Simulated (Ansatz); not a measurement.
## Pd under a change: pressure 30 GPa

Base system: Pd in the fcc (Cu type) structure (space group Fm-3m, No. 225; a = 3.908 Å).

Modification: cell and atoms relaxed at a pressure of 30 GPa.

Method: Ansatz (a quantum-chemistry and plane-wave program), r2SCAN, PAW, cutoff 500 eV, without spin-orbit coupling. k-mesh 20×20×20 (Γ-centred); smearing 0.05 eV (Fermi–Dirac).

| quantity | base | changed | shift |
|---|---|---|---|
| volume per atom | 14.93 Å³ | 13.27 Å³ | -1.66 Å³ |
| density | 11.84 g/cm³ | 13.32 g/cm³ | +1.48 g/cm³ |
| lattice parameter a | 3.908 Å | 3.758 Å | -0.150 Å |
| shortest interatomic distance | 2.764 Å | 2.657 Å | -0.1063 Å |
| enthalpy H = E + PV relative to the base's energy | – | +2.62 eV/atom | – |
| band gap | zero | zero | – |

Final structure:

```
Pd
1.0
    0.00000     1.87899     1.87899
    1.87899     0.00000     1.87899
    1.87899     1.87899     0.00000
Pd
1
Direct
  0.00000   0.00000   0.00000
```

Load acts through the strain it causes; cell and atoms are relaxed under it. Stability against distortions was not tested. Competing high-pressure phases were not computed. The final runs are not spin-polarised. Pd has a high density of states at the Fermi level and may be magnetic at this level.
